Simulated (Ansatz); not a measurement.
For Cu3N (model structure, started from the D03 type, Fm-3m, No. 225, 4 atoms in the cell), LDA (plane waves, PAW; Ansatz, a program for electronic structure) gives:

```
Property                              Result
------------------------------  ------------
equilibrium lattice constant a       5.410 Å
bulk modulus B0                      192 GPa
cohesive energy                 4.01 eV/atom
```

What does PBEsol (Ansatz, plane waves, PAW) give for the same quantities?


- lattice constant a: 5.479 Å (rises by 1.3 %)
- bulk modulus: 172 GPa (decreases by 10 %)
- cohesive energy: 3.49 eV/atom (falls by 0.52 eV/atom)

Changes are worked out from the printed values.

Unless a cell is named, each level is at its own relaxed cell (LDA 9.90, PBEsol 10.28 Å³/atom).

Caveats: the bulk modulus is −V dP/dV from two relaxed cells at ±2 % in volume (LDA, PBEsol). Ansatz's density-functional and Hartree–Fock values are scalar-relativistic unless marked +SOC, with PAW data made under PBE.

A model structure was made by putting elements into a prototype or built by hand; it is no filed structure, need not be a known phase, and can be a saddle point held by its symmetry.
